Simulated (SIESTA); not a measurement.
Band structure of Ga (Cmce, 4 atoms in the cell).

```
Ga
1.0
    2.19253    -3.75872     0.00000
    2.19253     3.75872     0.00000
    0.00000     0.00000     4.50721
Ga
4
Direct
  0.65570   0.34430   0.41540
  0.34430   0.65570   0.58460
  0.84430   0.15570   0.91540
  0.15570   0.84430   0.08460
```

Method of the run: GGA PBE, numerical atomic orbitals DZP, PseudoDojo PBE standard norm-conserving potentials (rewritten from UPF to PSML) (SIESTA 5.4.2).

Settings: XC.functional = GGA; XC.authors = PBE; potentials = PseudoDojo PBE standard; PAO.BasisSize = DZP; PAO.EnergyShift = 0.01 Ry; MeshCutoff = 400 Ry; kgrid.MonkhorstPack = 7 7 6; OccupationFunction = MP; OccupationMPOrder = 0; ElectronicTemperature = 0.272 eV; MaxSCFIterations = 150; SCF.Mixer.Method = Pulay; SCF.Mixer.Weight = 0.1; SCF.Mixer.History = 6.

The starting cell comes from a database of computed structures (which also holds hypothetical and non-ambient phases and stackings), without a prior relaxation at this level. Its lattice was rescaled by a random factor within 2.5 % of one. Values carry the incompleteness of an atom-centred basis.

Levels in eV from the Fermi level, bands 23 to 28:
| point | 23 | 24 | 25 | 26 | 27 | 28 |
|---|---|---|---|---|---|---|
| Γ | -4.17 | -1.83 | -1.44 | -0.89 | 0.96 | 1.10 |
| X | -6.80 | -1.38 | -1.36 | -0.27 | -0.21 | 0.87 |
| S | -3.57 | -3.57 | -1.71 | -1.71 | 0.63 | 0.63 |
| R | -6.65 | -6.65 | -1.74 | -1.74 | 0.57 | 0.57 |
| A | -6.31 | -6.31 | -3.97 | -3.97 | 4.52 | 4.52 |
| Z | -0.09 | -0.09 | 0.01 | 0.01 | 0.21 | 0.21 |
| Y | -4.00 | -3.53 | -2.03 | -1.87 | 1.00 | 1.02 |
| X1 | -6.80 | -1.38 | -1.36 | -0.27 | -0.21 | 0.87 |
| A1 | -6.31 | -6.31 | -3.97 | -3.97 | 4.52 | 4.52 |
| T | -5.63 | -5.63 | -1.42 | -1.42 | -0.82 | -0.82 |

Bands cross the Fermi level along this path, so the cell is metallic at this level.

Higher empty bands are left out: an atom-centred basis made for the valence describes them poorly.
